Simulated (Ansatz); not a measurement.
An Ansatz (a program for electronic structure) input (plane-wave PAW DFT at the PBEsol level (Ansatz, 420 eV), no spin-orbit coupling):

Ansatz 0.2 input:
```yaml
crystal:
  lattice:
    - [0, 2.727898993, 2.741538488]
    - [2.727898993, 0, 2.741538488]
    - [2.727898993, 2.727898993, 0]
  atoms:
    - { symbol: Ca, position: [0, 0, 0] }
basis: { ecutwfc: 420, ecutrho_ratio: 4, xc_grid: 2, fft_grid_basis: typed }
kpoints: { mp_grid: { grid: [21, 21, 21] } }
hamiltonian:
  xc: pbesol
  dispersion: none
  pseudopotentials: { kind: paw }
scf: { occupations: { method: fermi_dirac, width: 0.1 }, convergence: { dr2_threshold: 0.0000000001 } }
relax: { f_tol: 0.005, max_steps: 50 }
output: { forces: true, stress: true }
checkpoint: { write: state.ck, write_every: 1000 }
```

### Question
Which symmetry and how many k-points will the program report, and about how many plane waves at Γ?

### Answer
Space group I4/mmm (ITA 139) with 16 operations, k-points 726 of 9261, and 821 plane waves at Γ.

The cells carry an imposed strain or load. Stability against distortions was not tested. The cell was made from Ca in the fcc (Cu type) structure (space group Fm-3m, No. 225) by this change: uniaxial strain ε_zz = +0.50 %.
